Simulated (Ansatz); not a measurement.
**A short convergence ladder for ScF3 (R3, 4 atoms in the cell)**

```yaml
crystal:
  lattice:
    - [2.86541, 1.65434, 2.33814]
    - [-2.86541, 1.65434, 2.33814]
    - [0.00000, -3.30869, 2.33814]
  atoms:
    - { symbol: Sc, position: [0.00713, 0.00713, 0.00713] }
    - { symbol: F, position: [0.50000, 0.00193, 0.99807] }
    - { symbol: F, position: [0.99807, 0.50000, 0.00193] }
    - { symbol: F, position: [0.00193, 0.99807, 0.50000] }
```

Base method: LDA (PW92), default PAW files made with PBE (plane waves; Ansatz, an electronic-structure program).

Base settings: basis.ecutwfc = 420 eV; kpoints.mp_grid.grid = 6 6 6; hamiltonian.xc = lda; hamiltonian.pseudopotentials = {kind: paw} (the program's default PAW files); scf.occupations.method = fixed.

**The width of Fermi-Dirac smearing**

In this ladder: scf.occupations.method = fermi_dirac.

The mesh stays at the base's, so the ladder's end is converged at best in this setting alone.

Only quantities that move along the ladder and can be compared are tabulated.

| scf.occupations.width | free energy less the last step's (meV/atom) | pressure (GPa) | largest difference of a force vector from the last step's (eV/Å) | gap on the mesh (eV) |
|---|---|---|---|---|
| 1 eV | -92.74 | -2.39 | 0.103 | 6.599 |
| 0.5 eV | -1.29 | -5.30 | 0.004 | 6.106 |
| 0.2 eV | 0.00 | -5.38 | 0.000 | 6.089 |
| 0.1 eV | 0.00 | -5.38 | 0.000 | 6.089 |
| 0.02 eV | 0.00 | -5.38 | 0.000 | 6.089 |

Widest scf.occupations.width that holds the pressure within 1 GPa of the last step, with all finer ones: 0.5 eV; the step before is off by 3.0 GPa.

Widest scf.occupations.width that holds the free energy within 2 meV/atom of the last step, with all finer ones: 0.5 eV; the step before is off by 93 meV/atom.

Widest scf.occupations.width that holds the forces within 0.02 eV/Å of the last step, with all finer ones: 0.5 eV; the step before is off by 0.10 eV/Å.

On the base run: the starting cell comes from a database of computed structures (which also holds hypothetical and non-ambient phases and stackings), without a prior relaxation at this level. Its lattice was rescaled by up to half a per cent. One atom was moved a little off its site on purpose. In the base run, with a pressure of about -5 GPa the cell is away from its equilibrium volume at this level. Ansatz's pressure includes its estimate of the finite-basis (Pulay) stress.

Keys are those of Ansatz 0.2.
